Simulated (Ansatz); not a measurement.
C (model structure, started from the Si type, R-3, No. 148, 8 atoms in the cell)

Method: PBEsol in Ansatz (plane waves, PAW).

Numerical settings: plane-wave cutoff 520 eV, 10×10×10 k mesh, Fermi–Dirac smearing 0.01 eV, scalar-relativistic PAW data made under PBE.

Cell (relaxed at this level):

```xyz
8
Lattice="3.1592 1.8240 1.2821 -3.1592 1.8240 1.2821 0.0000 -3.6479 1.2821" Properties=species:S:1:pos:R:3 pbc="T T T"
C     -2.1837    -0.5638     1.5278
C      2.1837     0.5638     2.3184
C      1.5802    -1.6093     1.5278
C     -1.5802     1.6093     2.3184
C      0.6036     2.1731     1.5278
C     -0.6036    -2.1731     2.3184
C      0.0000     0.0000     2.6928
C      0.0000     0.0000     1.1534
```

For C (model structure, started from the Si type, R-3, No. 148, 8 atoms in the cell), the band gap is 3.33 eV (indirect). The smallest direct gap on the k points sampled is 4.71 eV and the Γ–Γ gap is 8.30 eV.

Note: the relaxation could raise the start's symmetry but not lower it, so the cell can be a saddle point.

Static lattice: no zero-point or thermal effects.

It cost roughly 17 core-seconds of CPU time.

A model structure was made by putting elements into a prototype or built by hand; it is no filed structure, need not be a known phase, and can be a saddle point held by its symmetry.

Ansatz is an electronic-structure program.
